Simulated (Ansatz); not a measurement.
**How the band gap of InSe (P6₃/mmc, No. 194; structure not from a measured cell) moves with the method**

The reference, 1.17 eV (measured, temperature not stated, no zero-point or thermal correction; as tabulated in Kim et al. (2020), doi:10.1038/s41597-020-00723-8), is not set against levels without spin–orbit coupling, which matters for this solid.

```
level (code)            value (eV)
-------------------  -------------
LDA (Ansatz)                   [?]
PBE+SOC (Ansatz)     0.51 (direct)
r²SCAN+SOC (Ansatz)  0.94 (direct)
HSE06 (Ansatz)                1.29
```

Question: Complete the blanks.

Answer: 
- LDA (Ansatz, a first-principles code), value (eV): 0.30

Computed values are for a static lattice. Spin–orbit coupling is included only where a level's name says +SOC; with heavier elements it mostly lowers gaps and can invert bands.  Values are at the PBEsol cell. Cutoffs and k meshes differ between the levels. Ansatz's density-functional and Hartree–Fock values are scalar-relativistic unless marked +SOC, with PAW data made under PBE.
